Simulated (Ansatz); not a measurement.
Take MgB$_{2}$ (space group P6/mmm, No. 191; a = 3.064 Å, c = 3.498 Å; relaxed with 0.1 eV smearing) as the base. Axes: x lies along a and z along c of the hexagonal cell.

The values are results of Ansatz (a program for electronic structure) PBEsol, no spin-orbit coupling, not measurements.

Before the change:

```
Item       Result
--------  -------
Pressure  0.0 GPa
Band gap     zero
```

One thing is altered: the cell is stretched by 1.50 % along x with no lateral relaxation; the atoms relax in the strained cell.

Task: What happens to the pressure?

Result: The pressure (mean of the normal stresses, compression positive) goes from zero to -2.5 GPa.

Task: What happens to the band gap?

Result: The band gap stays zero.

Stability against distortions was not tested. All final runs are without spin polarisation.
